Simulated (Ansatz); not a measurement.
Consider Rb in the bcc (W type) structure (space group Im-3m, No. 229; a = 5.6710 Å).

Method: Ansatz (a first-principles code) PBE, without spin-orbit coupling, earlier PAW set.

Base values:

The volume per atom is 91.19 Å³.

It is then changed as follows: every Rb is replaced by Cs; the structure is relaxed again.

Task: Predict the new volume per atom.

Result: The volume per atom grows by 25.36 Å³, from 91.19 Å³ to 116.55 Å³.

Whether these cells are dynamically stable was not tested. The final runs are not spin-polarised.
